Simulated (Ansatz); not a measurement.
The parent structure is MgS in the rock salt structure (space group Fm-3m, No. 225; a = 5.182 Å).

Perturbation: hydrostatic tension (pressure −1 GPa).

Levels (all Ansatz, a program for electronic structure, PAW): PBEsol (420 eV, spin-orbit coupling left out); HSE06 (420 eV, no spin-orbit coupling).

The geometry is relaxed with PBEsol.

```
Property           Value
---------------  -------
PBEsol band gap  2.70 eV
```

With HSE06 at the same geometry, the band gap rises by 1.10 eV, from 2.70 eV to 3.80 eV.

Single points use the geometry relaxed with PBEsol. HSE06 was sampled on its mesh, a few special points and the semilocal edge points, so its gap is an upper bound. Load acts through the strain it causes; cell and atoms are relaxed under it. Stability against distortions was not tested.
